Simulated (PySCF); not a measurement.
PySCF 2.14.0, WB97X/def2-svp, df: [NH3+]C=O, charge +1, multiplicity 1, 7 atoms. The geometry is a generated start, not checked to be a minimum at this level.

```json
{
 "task": "energy",
 "method": "wb97x",
 "basis": "def2-svp",
 "two_electron_scheme": "density fitting",
 "mol.max_memory": "3000 MB",
 "mf.max_cycle": "100",
 "mf.conv_tol": "1e-09 (default)",
 "mf.grids.level": "3 (default)",
 "basis_functions": "62",
 "grid_points": "81336"
}
```

```xyz
7

N     -0.6248    -0.0130     0.1602
C      0.8728     0.0168    -0.2223
O      1.5650    -0.8536     0.1094
H     -0.8792     0.8136     0.7223
H     -1.2166    -0.0181    -0.6852
H     -0.8114    -0.8681     0.7105
H      1.0942     0.9224    -0.7950
```

Charge 1 and multiplicity 1 are set for this test and not shown to be the ground state.

With the defaults (mf.diis = true, mf.init_guess = minao, mf.diis_space = 8, newton = off, mf.DIIS = CDIIS) it converges in 12 Fock builds. One run each on 2 threads, 1 BLAS thread, with these changes:
- mf.init_guess = 1e
- mf.diis_space = 12
- mf.init_guess = sap
- newton = Hessian by the SCF's own integrals
- mf.DIIS = ADIIS
- mf.diis_space = 20
- mf.diis = false
- mf.init_guess = huckel
- mf.init_guess = atom

Task: Name the settings that don't reach the solution of the defaults.

Result: No convergence: mf.diis = false (the run ends without SCF convergence in 100 cycles). The rest reach the solution of the defaults.

```csv
setting,Fock builds,end
the defaults,12,same solution
mf.diis_space = 20,12,same solution
mf.diis_space = 12,12,same solution
mf.init_guess = atom,12,same solution
mf.init_guess = sap,13,same solution
mf.init_guess = huckel,13,same solution
mf.init_guess = 1e,16,same solution
mf.DIIS = ADIIS,17,same solution
newton = Hessian by the SCF's own integrals,28,same solution
mf.diis = false,101,no convergence
```

Under newton the count holds the products with the orbital Hessian.
